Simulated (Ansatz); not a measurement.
Input:

```
CELL_PARAMETERS angstrom
      0.00000     2.35678     2.35678
      2.35678     0.00000     2.35678
      2.35678     2.35678     0.00000
ATOMIC_POSITIONS crystal
  N  0.00000 0.00000 0.00000
  Y  0.50000 0.50000 0.50000
```

A single point on YN with a change (isotropic strain −3.72 %), its geometry relaxed with r2SCAN.

Computed with Ansatz (an electronic-structure program) HSE06, spin-orbit coupling included. Γ-centred 8×8×8 mesh, Fermi–Dirac width 0.01 eV.

### Question
What band gap does the calculation give?

### Answer
0.84 eV.

### Question
Predict the valence-band top at Γ (three highest Kramers pairs, from the VBM).

### Answer
0.00, 0.00, -0.08 eV.

Single points use the geometry relaxed with r2SCAN. HSE06 was sampled on its mesh, a few special points and the semilocal edge points, so its gap is an upper bound. No phonon test of stability was made. The cell was made from YN in the rock salt structure (space group Fm-3m, No. 225) by this change: isotropic strain −3.72 %.
